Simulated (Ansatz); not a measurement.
Response to strain in C

Take C in the diamond structure (space group Fd-3m, No. 227) as the base.

```
C
1.0
    0.00000     1.78014     1.78014
    1.78014     0.00000     1.78014
    1.78014     1.78014     0.00000
C
2
Direct
  0.00000   0.00000   0.00000
  0.25000   0.25000   0.25000
```

Cartesian axes are those of the cell as printed.

Strains are applied to the cell and any free atomic positions relax; under biaxial strain the out-of-plane vector relaxes too; under stress the whole cell relaxes.

Computed with Ansatz (an electronic-structure program) r2SCAN, no SOC.

Notes on the quantities. energy relative to the base: free energy F.

| case | smallest direct gap | gap character | energy relative to the base | shortest interatomic distance | band gap |
|---|---|---|---|---|---|
| base | 5.90 eV | – | 0 meV/atom | 1.542 Å | 4.36 eV |
| biaxial strain −3.51 %, plane normal [001], relaxed out of plane | 5.64 eV | indirect, Γ → k = (3/8, 3/8, 0) in the run's primitive reciprocal basis | +56 meV/atom | 1.510 Å | 3.90 eV |
| biaxial strain +0.21 %, plane normal [110], relaxed out of plane | 5.84 eV | indirect, Γ → Γ–T (71 % along) | +0.2 meV/atom | 1.543 Å | 4.34 eV |
| uniaxial strain ε_xx = +0.79 % | 5.80 eV | indirect, Γ → Γ–X (75 % along) | +1.2 meV/atom | 1.546 Å | 4.24 eV |
| uniaxial strain ε_xx = +3.77 % | 5.44 eV | indirect, Γ → Γ–X (75 % along) | +27 meV/atom | 1.561 Å | 3.79 eV |
| uniaxial strain ε_zz = −4.26 % | ? | indirect, Γ → k = (3/8, 3/8, 0) in the run's primitive reciprocal basis | ? | ? | ? |
| tensor shear ε_xy = +0.83 % | 5.63 eV | indirect, Γ → Γ–X (75 % along) | +2.8 meV/atom | 1.534 Å | 4.31 eV |
| tensor shear ε_xy = +0.96 % | 5.59 eV | indirect, Γ → Γ–X (75 % along) | +3.8 meV/atom | 1.532 Å | 4.30 eV |
| tensor shear ε_yz = +3.39 % | 4.81 eV | indirect, Γ → X | +48 meV/atom | 1.509 Å | 3.59 eV |
| uniaxial stress, 3 GPa tension along x | 5.86 eV | indirect, Γ → Γ–X (75 % along) | +0.1 meV/atom | 1.543 Å | 4.32 eV |

Problem. Some entries are withheld; estimate them.

Solution. 
- uniaxial strain ε_zz = −4.26 %, smallest direct gap: 5.19 eV
- uniaxial strain ε_zz = −4.26 %, energy relative to the base: +37 meV/atom
- uniaxial strain ε_zz = −4.26 %, shortest interatomic distance: 1.520 Å
- uniaxial strain ε_zz = −4.26 %, band gap: 3.27 eV

A biaxial case was relaxed in a doubled cell and then solved in the primitive one. Stability under load was not tested beyond the relaxation. Labels are those of the standard path for the cell's own space group.
